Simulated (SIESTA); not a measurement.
## A self-consistent single point of Sb (R-3m, 2 atoms in the cell) with SIESTA

Method: GGA PBE, numerical atomic orbitals TZP, PseudoDojo PBE standard norm-conserving potentials (rewritten from UPF to PSML) run with SIESTA.

The input file:

```
# files in the folder: Sb.psml (PseudoDojo PBE standard)
SystemName  Sb
SystemLabel sb

NumberOfAtoms                2
NumberOfSpecies              1
%block ChemicalSpeciesLabel
  1 51 Sb
%endblock ChemicalSpeciesLabel
LatticeConstant              4.545016 Ang
%block LatticeVectors
     0.475216369    0.274366251    0.835997937
    -0.475216369    0.274366251    0.835997937
     0.000000000   -0.548732722    0.835997937
%endblock LatticeVectors
AtomicCoordinatesFormat      Ang
%block AtomicCoordinatesAndAtomicSpecies
     0.000000000   -0.000000268    3.057861403  1
     0.000000000   -0.000000732    8.341010597  1
%endblock AtomicCoordinatesAndAtomicSpecies

XC.functional                GGA
XC.authors                   PBE
PAO.BasisSize                TZP
PAO.EnergyShift              0.01 Ry
MeshCutoff                   300 Ry
%block kgrid.MonkhorstPack
    6   0   0  0.0
    0   6   0  0.0
    0   0   6  0.0
%endblock kgrid.MonkhorstPack
OccupationFunction           FD
ElectronicTemperature        0.1 eV

MaxSCFIterations             150
SCF.Mixer.Method             Pulay
SCF.Mixer.Weight             0.1
SCF.Mixer.History            6
SCF.DM.Tolerance             1.0E-04
Diag.ParallelOverK           true
WriteForces                  true
```

Output (repeated stretches shortened):

```
reinit: Reading from file input.fdf

reinit: System Name: Sb
reinit: System Label: sb

coor:   Atomic-coordinates input format  =     Cartesian coordinates
coor:                                          (in Angstroms)

siesta: Atomic coordinates (Bohr) and species
siesta:      0.00000  -0.00000   5.77852  1        1
siesta:      0.00000  -0.00000  15.76223  1        2

siesta: System type = bulk

initatomlists: Number of atoms, orbitals, and projectors:      2    44    64

siesta: ******************** Simulation parameters ****************************
redata: Spin configuration                          = none
redata: Time-Reversal Symmetry                      = T
redata: Number of Atomic Species                    =        1
redata: Mesh Cutoff                                 =   300.0000 Ry
redata: Net charge of the system                    =     0.0000 |e|
redata: Min. number of SCF Iter                     =        0
redata: Max. number of SCF Iter                     =      150
redata: SCF convergence failure will abort job
redata: SCF mix quantity                            = Hamiltonian
redata: Mix DM or H after convergence               =   F
redata: Recompute H after scf cycle                 =   F
redata: Mix DM in first SCF step                    =   T
redata: No kicks to SCF
redata: DM Mixing Weight for Kicks                  =     0.5000
redata: Require Harris convergence for SCF          =   F
redata: Harris energy tolerance for SCF             =     0.000100 eV
redata: Require DM convergence for SCF              =   T
redata: DM tolerance for SCF                        =     0.000100
redata: Require EDM convergence for SCF             =   F
redata: EDM tolerance for SCF                       =     0.001000 eV
redata: Require H convergence for SCF               =   T
redata: Hamiltonian tolerance for SCF               =     0.001000 eV
redata: Require (free) Energy convergence for SCF   =   F
redata: (free) Energy tolerance for SCF             =     0.000100 eV
redata: Using DFT-D3 dispersion                     =   F
redata: Using Saved Data (generic)                  =   F
redata: Method of Calculation                       = Diagonalization
redata: Electronic Temperature                      =  1160.4518 K
redata: Number of TDED substeps                     =        3
redata: Dynamics option                             = Single-point calculation
redata: Save all siesta data in one NC              =   F
redata: ***********************************************************************

%block SCF.Mixers
  Pulay
%endblock SCF.Mixers

%block SCF.Mixer.Pulay
  # Mixing method
  method pulay
  variant stable

  # Mixing options
  weight 0.1000
  weight.linear 0.1000
  history 6
%endblock SCF.Mixer.Pulay

DM_history_depth set to one: no extrapolation allowed by default for geometry relaxation
Size of DM history Fstack: 1
Total number of electrons:    30.000000
Total ionic charge:    30.000000

* ProcessorY, Blocksize:    1  45

* Orbital distribution balance (max,min):    44    44

k-point displ. along   1 input, could be:     0.00    0.50
k-point displ. along   2 input, could be:     0.00    0.50
k-point displ. along   3 input, could be:     0.00    0.50
 Kpoints in:          144 . Kpoints trimmed:          132

siesta: k-grid: Number of k-points = 132
siesta: k-points from Monkhorst-Pack grid
siesta: k-cutoff (effective) =    12.959 Ang
siesta: k-point supercell and displacements
siesta: k-grid:     6     0     0      0.000
siesta: k-grid:     0     6     0      0.000
siesta: k-grid:     0     0     6      0.000

diag: Algorithm                                     = D&C
diag: Parallel over k                               =   F
diag: Use parallel 2D distribution                  =   F
diag: Parallel block-size                           = 45
diag: Parallel distribution                         =     1 x     1
diag: Used triangular part                          = Lower
diag: Absolute tolerance                            =  0.100E-15
diag: Orthogonalization factor                      =  0.100E-05
diag: Memory factor                                 =  1.0000

superc: Internal auxiliary supercell:     5 x     5 x     5  =     125
superc: Number of atoms, orbitals, and projectors:    250   5500   8000

                        Single-point calculation

superc: Internal auxiliary supercell:     5 x     5 x     5  =     125
superc: Number of atoms, orbitals, and projectors:    250   5500   8000

outcell: Unit cell vectors (Ang):
        2.159866    1.246999    3.799624
       -2.159866    1.246999    3.799624
        0.000000   -2.493999    3.799624

outcell: Cell vector modules (Ang)   :    4.545016    4.545016    4.545016
outcell: Cell angles (23,13,12) (deg):     56.7469     56.7469     56.7469
outcell: Cell volume (Ang**3)        :     61.4023
new_DM -- step:     1
Initializing Density Matrix...

Attempting to read DM from file... Failed...
DM filled with atomic data:

InitMesh: MESH = 40 x 40 x 40 = 64000
InitMesh: Mesh cutoff (required, used) =   300.000   306.296 Ry

stepf: Fermi-Dirac step function

        iscf     Eharris(eV)        E_KS(eV)     FreeEng(eV)     dDmax    Ef(eV) dHmax(eV)
   scf:    1    -4948.708610    -4946.718611    -4946.728237  1.110028 -2.783865  2.775284
   scf:    2    -4946.821865    -4946.770913    -4946.780368  0.013999 -2.825143  2.391580
   scf:    3    -4947.003291    -4946.908146    -4946.916662  0.070075 -3.079202  0.152944
   scf:    4    -4946.911776    -4946.910445    -4946.918911  0.009918 -3.095874  0.112681
   scf:    5    -4946.910556    -4946.910594    -4946.919120  0.004483 -3.076118  0.055446
   scf:    6    -4946.910750    -4946.910684    -4946.919206  0.001819 -3.077426  0.000535
   scf:    7    -4946.910684    -4946.910684    -4946.919206  0.000010 -3.077448  0.000827

SCF Convergence by DM+H criterion
max |DM_out - DM_in|         :     0.0000097142
max |H_out - H_in|      (eV) :     0.0008267589
SCF cycle converged after 7 iterations

Using DM_out to compute the final energy and forces

siesta: E_KS(eV) =            -4946.9107

siesta: E_KS - E_eggbox =     -4946.9107

siesta: Atomic forces (eV/Ang):
     1    0.000000    0.000000   -0.549978
     2   -0.000000   -0.000000    0.549978
   Tot   -0.000000   -0.000000    0.000000
   Max    0.549978
   Res    0.317530    sqrt( Sum f_i^2 / 3N )
   Max    0.549978    constrained

Stress tensor Voigt[x,y,z,yz,xz,xy] (kbar):      -29.57      -29.57      -30.86       -0.00       -0.00       -0.00
(Free)E + p*V (eV/cell)    -4945.7695
Target enthalpy (eV/cell)    -4946.9192

siesta: Program's energy decomposition (eV):
siesta: Ebs     =      -738.267908
siesta: Eions   =      4424.730869
siesta: Ena     =       422.174055
siesta: Ekin    =      2890.039038
siesta: Enl     =     -2600.796826
siesta: Eso     =         0.000000
siesta: Edftu   =         0.000000
siesta: DEna    =        -0.361316
siesta: DUscf   =         0.443339
siesta: DUext   =         0.000000
siesta: Ex      =     -1162.813376
siesta: Ec      =       -70.864729
siesta: Exc     =     -1233.678105
siesta: Eharris =     -4946.910684
siesta: Etot    =     -4946.910684
siesta: FreeEng =     -4946.919206

siesta: Atomic forces (eV/Ang):
siesta:      1    0.000000    0.000000   -0.549978
siesta:      2   -0.000000   -0.000000    0.549978
siesta: ----------------------------------------
siesta:    Tot   -0.000000   -0.000000    0.000000

siesta: Stress tensor (static) (eV/Ang**3):
siesta:    -0.018458    0.000000    0.000000
siesta:    -0.000000   -0.018458   -0.000000
siesta:    -0.000000   -0.000000   -0.019258

siesta: Cell volume =         61.402337 Ang**3

siesta: Pressure (static):
siesta:                Solid            Molecule  Units
siesta:           0.00020394          0.00003214  Ry/Bohr**3
siesta:           0.01872454          0.00295090  eV/Ang**3
siesta:          30.00002719          4.72787018  kBar
```

The run converged in 7 iterations.

The starting cell comes from a database of computed structures (which also holds hypothetical and non-ambient phases and stackings), without a prior relaxation at this level. Its lattice was rescaled by a random factor within 2.5 % of one. Values carry the incompleteness of an atom-centred basis. With a pressure of about 3 GPa the cell is away from its equilibrium volume at this level.
